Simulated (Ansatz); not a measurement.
**Parameter sweep on ZnInGaO4 (R3m, 7 atoms in the cell)**

```
CELL_PARAMETERS angstrom
      1.64750     0.95118     8.69000
     -1.64750     0.95118     8.69000
      0.00000    -1.90237     8.69000
ATOMIC_POSITIONS crystal
  In 0.00000 0.00000 0.00000
  Ga 0.78290 0.78290 0.78290
  Zn 0.21710 0.21710 0.21710
  O  0.87180 0.87180 0.87180
  O  0.12820 0.12820 0.12820
  O  0.70720 0.70720 0.70720
  O  0.29280 0.29280 0.29280
```

Base run A: PBE (Ansatz, an electronic-structure program), self-consistent single point.

Its settings: basis.ecutwfc = 420 eV; kpoints.mp_grid.grid = 8 8 8; hamiltonian.xc = pbe; hamiltonian.pseudopotentials = {kind: paw} (the program's default PAW files); scf.occupations.method = fermi_dirac; scf.occupations.width = 0.1 eV.

The starting cell was generated: these elements placed on a structure prototype, without a prior relaxation; it need not be a known phase or ordering of this composition. In the base run, with a pressure of about 8 GPa the cell is away from its equilibrium volume at this level. In the base run, forces exceed 1 eV/Å. Ansatz's pressure includes its estimate of the finite-basis (Pulay) stress. The run gives no clean gap (levels at the Fermi energy touch, overlap or are partly filled at this smearing), which alone does not show that the compound is a metal.

ΔF is the free energy per atom less that of run A. 

Run A gave: pressure (GPa) 7.86; largest force (eV/Å) 1.997; iterations 8.

Runs:
- B: scf.mixing.preconditioner: default (the program chose Resta) → none
- C: scf.mixing.preconditioner: default (the program chose Resta) → kerker
- D: scf.mixing.preconditioner: default (the program chose Resta) → kerker_dos
- E: scf.mixing.preconditioner: default (the program chose Resta) → resta; scf.mixing.eps_inf: default → 5
- F: scf.mixing.preconditioner: default (the program chose Resta) → ldos
- G: scf.mixing.preconditioner: default (the program chose Resta) → local_kerker
- H: scf.mixing.preconditioner: default (the program chose Resta) → kerker; scf.mixing.q_tf: default → 0.2
- I: scf.mixing.preconditioner: default (the program chose Resta) → kerker; scf.mixing.q_tf: default → 0.5
- J: scf.mixing.preconditioner: default (the program chose Resta) → kerker; scf.mixing.q_tf: default → 1.5

Which runs reach the base run's state, and which is quickest in iterations?

Runs B, C, D, E, F, G, H, I, J gave the same state as A (within 1 meV/atom). The fewest iterations to that state were 8 (A, B, D, E, F, G, H, I); the most were 12.

```
run  ΔF (meV/atom)  pressure (GPa)  largest force (eV/Å)  iterations
---  -------------  --------------  --------------------  ----------
A             0.00            7.86                 1.997           8
B             0.00            7.86                 1.997           8
C             0.00            7.86                 1.997          12
D             0.00            7.86                 1.997           8
E             0.00            7.86                 1.997           8
F             0.00            7.86                 1.997           8
G             0.00            7.86                 1.997           8
H             0.00            7.86                 1.997           8
I             0.00            7.86                 1.997           8
J             0.00            7.86                 1.997           9
```

Keys are those of Ansatz 0.2.
